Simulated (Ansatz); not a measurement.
Functionals compared on a constructed model of the (111)B surface of 3C silicon carbide, C-terminated, (√3x√3)R30° Ga adatom at H3 (bottom of the slab: 3 H on 3 bottom sites), in Ansatz (plane waves, PAW). The structure was relaxed with PBE; the other rows are single points on it. Cutoff 420 eV (500 eV for r2SCAN). HSE06 used the coarser mesh 4x4x1.

Set-up: 28 atoms, 10.8 Å thick at the start with caps and adatoms (thin: gaps and levels are the slab's own); mesh 6x6x1; 0.025 eV smearing; dipole correction on; 6 atoms held, the rest relaxed; symmetry of the start imposed; no spin, no spin-orbit, no U. In PBE it is, or lies within 0.01 eV a 1x1 cell of, the lowest of the 2 structures of its composition computed so far; subsurface sites and larger cells were not tried. These notes are the PBE run's.

```
functional  gap of the slab on its k-mesh (eV)  highest filled level below the top vacuum level (eV)           rough cost of the single point
----------  ----------------------------------  ----------------------------------------------------  ---------------------------------------
PBE                                       1.16                                                  4.64                                        –
r2SCAN                                     [?]                                                   [?]  about 110 core-seconds (a rough figure)
```

Problem. Some entries are withheld; supply them.

Solution. 
- r2SCAN, gap of the slab on its k-mesh (eV): 1.31
- r2SCAN, highest filled level below the top vacuum level (eV): 4.84

Ansatz is a program for electronic structure.
